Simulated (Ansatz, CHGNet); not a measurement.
CoSn (P6/mmm, No. 191, 6 atoms in the cell; start mp-20536): properties by level of theory

```tsv
level (code)	equilibrium lattice constant a (Å)	lattice parameter c (Å)
CHGNet 0.3.0	5.247	4.300
CHGNet-r²SCAN	5.163	4.237
PBEsol (Ansatz)	5.218	4.171
r²SCAN (Ansatz)	5.242	4.187
r²SCAN+rVV10 (Ansatz)	5.223	4.172
```

Caveats: the relaxation could not lower the start's symmetry, so the cell can be a saddle point above a distorted one (CHGNet 0.3.0, CHGNet-r²SCAN, PBEsol, r²SCAN, r²SCAN+rVV10). Ansatz's density-functional and Hartree–Fock values are scalar-relativistic unless marked +SOC, with PAW data made under PBE.

The crystal itself was run without spin with PBEsol, r²SCAN, r²SCAN+rVV10; a magnetic state was not tried in these runs.

The computed numbers hold no vibrational or temperature effects.

A start named mp-… is a Materials Project structure, which need not be a measured phase.

Ansatz is a program for electronic structure.
